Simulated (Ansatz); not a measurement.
An Ansatz (a first-principles code) run: HfS2 with a change (biaxial strain −0.72 %, plane normal [001], relaxed out of plane); Kohn–Sham DFT with the PBEsol-D3(BJ) functional, run in Ansatz with PAW and 420 eV plane waves, no spin-orbit coupling.

Input:

Ansatz 0.2 input:
```yaml
crystal:
  lattice:
    - [3.5219303128, 0, 0]
    - [1.7609651564, 3.0500811212, 0]
    - [0, 0, 5.5968895144]
  atoms:
    - { symbol: Hf, position: [0, 0, 0] }
    - { symbol: S, position: [0.3333333333, 0.3333333333, 0.2618983388] }
    - { symbol: S, position: [0.6666666667, 0.6666666667, 0.7381016612] }
basis: { ecutwfc: 420, ecutrho_ratio: 4, xc_grid: 2, fft_grid_basis: typed }
kpoints: { mp_grid: { grid: [11, 11, 6] } }
hamiltonian:
  xc: pbesol
  dispersion: d3bj
  pseudopotentials: { kind: paw }
scf: { occupations: { method: fermi_dirac, width: 0.05 } }
relax: { f_tol: 0.005, max_steps: 50, cell: { stress_tol: 0.01, fix: [a, b, gamma] } }
output: { forces: true, stress: true }
checkpoint: { write: state.ck, write_every: 1000 }
```

Output (explanatory and most iteration lines left out):

```
Relaxation: its limit of steps is 50 (relax.max_steps)
Pseudopotential: Hf, paw, valence charge 26
Pseudopotential: S, paw, valence charge 6
Crystal: 3 atoms, lattice volume = 60.123 Å³
Basis set: ecut = 420 eV, 1141 PW (Γ), exchange–correlation on 48×48×80 points (8 copies of the dense FFT grid, shifted against one another)
Bands: 23, of which v1, the nominal top of the filled ones, is band 19 counted from 1 (18 counted from 0)
Symmetry: 12 space group operations
Space group: P-3m1 (ITA 164), of the structure as read, at distance tolerance 3.9e-5 Å
k-points: 84 of 726
Functional: x = pbesol(κ = 0.804, μ = 0.12345679012345678), c = pbesol(β = 0.046)
SCF iter   1: F=—  HF=-17373.547686 eV  |F-HF|=—  |Δ(HF+E_count)|=         —  Δρ=5.30e-3  dr2=2.87e-2  ethr=1.77e-3  ⟨swp⟩=5.5  Hψ=8254  notcnv=0
SCF iter   2: F=—  HF=-17373.541773 eV  |F-HF|=—  |Δ(HF+E_count)|=   5.91e-3  Δρ=1.92e-3  dr2=2.48e-3  ethr=7.55e-5  ⟨swp⟩=1.7  Hψ=2723  notcnv=0
SCF 1 converged in 7 iterations: F = -17373.541596 eV  dr2 = 4.31e-8
relax step   1: F+E_penalty+E_count = -17373.54159632 eV  Δ(F+E_penalty+E_count) = +0.000e0 eV  max|allowed force component| = 9.505e-2 eV/Å  Δτ_max = 0.0000 Å  P = +1.301 GPa  Ω = 60.123 Å³  fix = [a, b, gamma]  reactions: a +1.691, b +1.691 GPa  (7 SCF iters, dr2 threshold 1.00e-7 eV, accepted)
[... steps on the carried basis left out ...]
relax step   3: F+E_penalty+E_count = -17373.54227731 eV  Δ(F+E_penalty+E_count) = -6.810e-4 eV  max|allowed force component| = 3.257e-4 eV/Å  Δτ_max = 0.0084 Å  P = +0.877 GPa  Ω = 60.046 Å³  energy of the carried Pulay correction = +1.296e-5 eV  fix = [a, b, gamma]  reactions: a +1.317, b +1.317 GPa  (10 SCF iters, accepted)
Crystal: 3 atoms, lattice volume = 60.046 Å³
SCF iter   1: F=—  HF=-17373.542293 eV  |F-HF|=—  |Δ(HF+E_count)|=         —  Δρ=1.68e-6  dr2=7.94e-10  ethr=2.43e-7  ⟨swp⟩=3.0  Hψ=13174  notcnv=0
SCF iter   2: F=—  HF=-17373.542264 eV  |F-HF|=—  |Δ(HF+E_count)|=   2.88e-5  Δρ=1.04e-6  dr2=2.77e-10  ethr=2.09e-12  ⟨swp⟩=3.7  Hψ=5468  notcnv=0
SCF 4 converged in 5 iterations: F = -17373.542264 eV  dr2 = 7.25e-13
SCF converged after 5 iterations
Free energy (F): -17373.542264 eV
Internal energy: -17373.542141 eV  (E = F + TS)
E sigma→0 (E₀):  -17373.542203 eV
Entropy (-TS):   -0.000123 eV (-0.041 meV/atom)
Fermi energy:    11.186499 eV
  E_disp       = -1.023738  (pairwise vdW)
--- Forces (eV/Å), atoms counted from 1 ---
  atom   1  Hf    -0.00000000    -0.00000000     0.00000000
  atom   2  S     -0.00000000    -0.00000000    -0.00031926
  atom   3  S     -0.00000000     0.00000000     0.00031926
--- Stress (GPa, compression-positive) ---
        1.316671      -0.000000      -0.000000
       -0.000000       1.316671       0.000000
       -0.000000       0.000000      -0.004174
  P = ⅓ Tr σ = 0.8764 GPa (8.764 kbar)
--- Relaxed structure (3 steps of the walk, 2 accepted, 1 SCFs on fresh bases) ---
  cell:  # Å, volume = 60.0455 Å³
    - [3.5219303127750154, 2.2587195383044894e-96, -5.800376536663607e-19]
    - [1.7609651563875077, 3.050081121221637, -2.9001882683317794e-19]
    - [-9.217691360862019e-19, 4.402448063952928e-33, 5.589699288016931]
  atoms:
    - { symbol: Hf, position: [-7.888727702621816e-37, 4.384969766749245e-37, 0.0] }
    - { symbol: S, position: [0.33333333333333326, 0.3333333333333333, 0.26339509059671956] }
    - { symbol: S, position: [0.6666666666666665, 0.6666666666666666, 0.7366049094032802] }
```

With Hf present, leaving out spin-orbit coupling can change the band edges. Stability against distortions was not tested. The cell was made from HfS₂ in the CdI2 type structure (space group P-3m1, No. 164; layered, stacked along the Cartesian z axis) by this change: biaxial strain −0.72 %, plane normal [001], relaxed out of plane.
